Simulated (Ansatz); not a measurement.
1T (CdI2-type) PtTe2 was calculated with PBE+SOC in Ansatz (plane waves, PAW).

Numerical settings: plane-wave cutoff 520 eV, 18×18×12 k mesh (along the axes of the cell as run), Fermi–Dirac smearing 0.05 eV, PAW data made under PBE.

Shape and atoms are relaxed at each volume.

Pressure at four volumes; x = ln(V/26.150 Å³). One pressure is withheld.

```tsv
V (Å³/atom)	x	P (GPa)
25.104	-0.0408	1.705
26.150	0.0000	0.008
26.673	0.0198	-0.498
27.196	0.0392	?
```

Q: Pass a parabola P(x) through the three rows shown, estimate the bulk modulus and its pressure derivative near zero pressure, and predict the withheld pressure.

A: Slopes between the rows: (0.008 − (1.705))/(0.0000 − (-0.0408)) = -41.59 and (-0.498 − (0.008))/(0.0198 − (0.0000)) = -25.56 GPa. Their difference over the span 0.0606 is c = 16.03/0.0606 = 264.5 GPa, so P(x) = 1.705 + (-41.59)(x − (-0.0408)) + 264.5 (x − (-0.0408))(x − (0.0000)). At the middle row B = −dP/dx = −[-41.59 + 264.5 × 0.0408] = 30.8 GPa, and B′ = dB/dP = 2c/B = 17.2. At x = 0.0392 the parabola gives -0.793 GPa; the run gives -0.823 GPa. The Birch–Murnaghan fit to the energies at all volumes has B0 = 30.3 GPa and B′ = 16.6.

Note: for a layered or molecular solid the relaxed cell lies over 5 % above the published volume, where the minimum can be shallow; the cell comes from a level without a dispersion term, which matters for the spacing of layers, chains or molecules; the bulk modulus comes from volumes at which shape and atoms were relaxed.

Ansatz is an electronic-structure program.
